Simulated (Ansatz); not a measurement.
The starting structures come from a database of crystals and need not be the phases stable at ambient conditions.

 Where the default PAW files enter, the runs use the earlier of Ansatz's two default sets.

Tunnelling through a barrier is set by its complex band structure: the current falls as exp(−2κd) with the smallest κ.

Input:

```xyz
18
Lattice="7.5918 0.0000 0.0000 -2.6853 7.1010 0.0000 -2.2212 -3.2146 5.9431" Properties=species:S:1:pos:R:3 pbc="T T T"
Si     2.4744     1.2379     1.2741
Si     0.2109     2.6485     4.6690
Si     2.8643    -1.5170     5.6044
Si    -0.1790     5.4034     0.3388
Si     2.9680     1.3137     4.3369
Si    -0.2827     2.5727     1.6062
O     -0.3294     2.2996     3.1911
O      3.0147     1.5868     2.7520
O     -0.8735     2.1885     5.7650
O      3.5588     1.6979     0.1781
O     -0.4179     4.1538     1.3236
O      3.1032    -0.2674     4.6195
O      1.5780     1.8495     4.9578
O      1.1073     2.0369     0.9853
O      2.2057    -0.3497     1.1655
O      0.4796     4.2361     4.7776
O      6.0783     1.7858     0.9306
O     -3.3929     2.1006     5.0126
```

Space group of this cell: R-3. The cell is taken as given.

Transport runs along the normal of the first two printed cell vectors, the (101) plane of the conventional cell.

The gap is the functional's own. No spin-orbit coupling. Mid-gap values are interpolated on the energy grid.

Q: State the band gap and the smallest decay constant κ at mid-gap according to r2SCAN in Ansatz (a quantum-chemistry and plane-wave program).

A: Gap 6.45 eV on a 6×6×6 mesh; κ = 0.588 1/Å, at the zone centre.
